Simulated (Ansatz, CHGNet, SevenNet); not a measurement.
Ladder of methods for the volume per atom of AlCr₂C (P6₃/mmc, No. 194)

Reference value: 11.35 Å³/atom (measured, temperature not stated, no zero-point or thermal correction, from a published cell, pressure not stated; as tabulated in W. Jeitschko and H. Nowotny and F. Benesovsky,  94, 672 (1963)).

Problem. What do CHGNet 0.3.0, CHGNet-r²SCAN, SevenNet-l3i5, r²SCAN give, and how far is each from the reference?

Solution. 
| level (code) | value (Å³/atom) | difference (%) |
|---|---|---|
| CHGNet 0.3.0 | 11.05 | -2.6 |
| CHGNet-r²SCAN | 10.91 | -3.9 |
| SevenNet-l3i5 | 11.12 | -2.0 |
| r²SCAN (Ansatz) | 11.07 | -2.5 |

The levels aren't ranked against this reference (sources at odds).

The measured value isn't corrected to a static lattice, so vibrations enter the comparison. A static lattice is as a rule a little smaller than the measured one. Spin-polarised start: r²SCAN. r²SCAN: the magnetic order was assumed, not searched for or taken from measurement. Ansatz's density-functional and Hartree–Fock values are scalar-relativistic unless marked +SOC, with PAW data made under PBE.

Machine-learned potentials (CHGNet 0.3.0, CHGNet-r²SCAN, SevenNet-l3i5) are trained on DFT data: a solid inside that data is no test of them.

Differences are worked out from the printed values.

Ansatz is a program for electronic structure.
